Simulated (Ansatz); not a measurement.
Defect migration in amorphous Si24N32 (a melt-quenched model of 56 atoms): interstitial Mg, charge state +2. The step: a direct jump of one Mg atom; the atom moves 2.66 Å along (-0.21, 0.13, -0.19) of the unit cell; the moving atom starts with neighbours N at 2.09, N at 2.12, N at 2.23, N at 2.55, N at 2.64; Si at 2.54 Å and ends with N at 2.07, N at 2.26, N at 2.29, N at 2.36; Si at 2.59 Å. DFT values are from Ansatz (plane-wave PAW, 420 eV unless said) in a cell of 56 host sites, spin-restricted, static, with no finite-size correction. The charge state is imposed; whether it is stable for some Fermi level was not computed. Sites that were not tried may lie lower. For the PBE band: the saddle point's order was not checked.

| Level | Forward barrier (eV) | Cost of the band or of the saddle's single point |
|---|---|---|
| CHGNet universal potential (has no charge state), its own band | 1.06 | - |
| PBE, the Γ point alone, band relaxed | 1.34 | very roughly 6 core-minutes |
| PBE, a 2×2×2 k-point mesh shifted by half a step, same geometries | 1.39 | about 60 core-seconds (a rough figure) |
| r2SCAN at 500 eV, the Γ point alone, same geometries | ___ | about 40 core-seconds (a rough figure) |
| HSE06, Γ point alone, same geometries | 1.46 | roughly 110 core-seconds |

**Question.** Some entries are withheld; supply them.

**Answer.** 
- r2SCAN at 500 eV, the Γ point alone, same geometries, Forward barrier (eV): 1.42

Ansatz is a quantum-chemistry and plane-wave program.
